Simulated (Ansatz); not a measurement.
The parent structure is HfO2 (space group P4_2/nmc, No. 137; a = 3.568 Å, c = 5.167 Å).

The change: cell and atoms relaxed at a pressure of 15 GPa.

Levels (all Ansatz, a first-principles code, PAW, earlier PAW set): PBEsol (420 eV, no spin-orbit coupling); r2SCAN (500 eV, no spin-orbit coupling).

The geometry is relaxed with PBEsol.

| Property | Value |
|---|---|
| PBEsol pressure | 15.00 GPa |
| PBEsol lowest conduction level above the VBM at special points | Γ 4.42 eV; X 4.94 eV; M 5.04 eV; R 5.19 eV |
| PBEsol gap character | indirect, A → Γ |

**Question.** How does going to r2SCAN change the pressure, lowest conduction level above the VBM at special points and gap character?

**Answer.** The pressure rises by 3.07 GPa to 18.07 GPa; the lowest conduction level above the VBM at special points changes from Γ 4.42 eV; X 4.94 eV; M 5.04 eV; R 5.19 eV to Γ 5.09 eV; X 5.56 eV; M 5.69 eV; R 5.81 eV; the gap character stays indirect, A → Γ.

Single points use the geometry relaxed with PBEsol. Their cutoffs differ, which shifts pressures a little. Spin-orbit coupling, missing from the scalar runs, can matter with Hf. Load acts through the strain it causes; cell and atoms are relaxed under it. Stability against distortions was not tested. Competing high-pressure phases were not computed. This is not the structure that HfO2 has at room temperature and ambient pressure.
